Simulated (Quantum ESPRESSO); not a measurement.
Quick settings and what they miss: Mo (Im-3m, 1 atom in the cell)

Self-consistent single point.

```
CELL_PARAMETERS angstrom
     -1.56005     1.56005     1.56005
      1.56005    -1.56005     1.56005
      1.56005     1.56005    -1.56005
ATOMIC_POSITIONS crystal
  Mo 0.00000 0.00000 0.00000
```

Method of the run: revPBE, PseudoDojo standard norm-conserving (PBE) pseudopotentials (plane waves; Quantum ESPRESSO 7.5).

Base settings: ecutwfc = 80 Ry; occupations = smearing; smearing = marzari-vanderbilt; degauss = 0.0036749 Ry; input_dft = revpbe; potentials = {Mo: Mo.upf}; K_POINTS = automatic 12 12 12 0 0 0; conv_thr = 1e-10 Ry; mixing_beta = 0.4.

Tight run (finer mesh or higher cutoff; not a proven limit): ecutwfc: 80 Ry → 112 Ry; conv_thr: 1e-10 Ry → 7.3e-11 Ry; K_POINTS: automatic 12 12 12 0 0 0 → automatic 17 17 17 0 0 0. It gave Fermi level (on the code's own zero) 22.22 eV; pressure 13.76 GPa.

Quick runs, as changes from the base:
- A: the base itself
- B: ecutwfc: 80 Ry → 40 Ry; smearing: marzari-vanderbilt → gaussian; degauss: 0.0036749 Ry → 0.0147 Ry; K_POINTS: automatic 12 12 12 0 0 0 → automatic 8 8 8 1 1 1
- C: ecutwfc: 80 Ry → 64 Ry; smearing: marzari-vanderbilt → gaussian; degauss: 0.0036749 Ry → 0.0147 Ry; conv_thr: 1e-10 Ry → 7.3e-05 Ry; K_POINTS: automatic 12 12 12 0 0 0 → automatic 2 2 2 0 0 0
- D: ecutwfc: 80 Ry → 56 Ry; smearing: marzari-vanderbilt → gaussian; degauss: 0.0036749 Ry → 0.0099958 Ry; conv_thr: 1e-10 Ry → 7.3e-05 Ry; K_POINTS: automatic 12 12 12 0 0 0 → automatic 8 8 8 1 1 1
- E: ecutwfc: 80 Ry → 48 Ry; degauss: 0.0036749 Ry → 0.0147 Ry; K_POINTS: automatic 12 12 12 0 0 0 → automatic 3 3 3 1 1 1
- F: ecutwfc: 80 Ry → 40 Ry; K_POINTS: automatic 12 12 12 0 0 0 → automatic 2 2 2 1 1 1

Energies are extrapolated to zero smearing width, which holds to low order in the width alone (under cold and Methfessel-Paxton smearing the free energy itself is taken).

Dashes: pressure of C, D, not trusted under this conv_thr with d or f elements.

The count of work is k-points × plane waves × bands × iterations; it is no time. 

The starting cell comes from a database of computed structures (which also holds hypothetical and non-ambient phases and stackings), without a prior relaxation at this level. Its lattice was rescaled by a random factor within 2.5 % of one. Spin polarisation is off. In the base run, with a pressure of about 13 GPa the cell is away from its equilibrium volume at this level.

```
run  energy less tight (meV/atom)  pressure less tight (GPa)  count of work / tight
---  ----------------------------  -------------------------  ---------------------
A                           -12.6                      -0.34                   0.26
B                          2100.1                     -78.01                  0.034
C                          1333.7                          –                 0.0057
D                           177.5                          –                  0.028
E                           892.7                     -26.98                 0.0068
F                          5199.0                     -36.68                 0.0024
```

Among the runs at the tight run's level, the energy misses run from 12.6 to 5199.0 meV/atom.
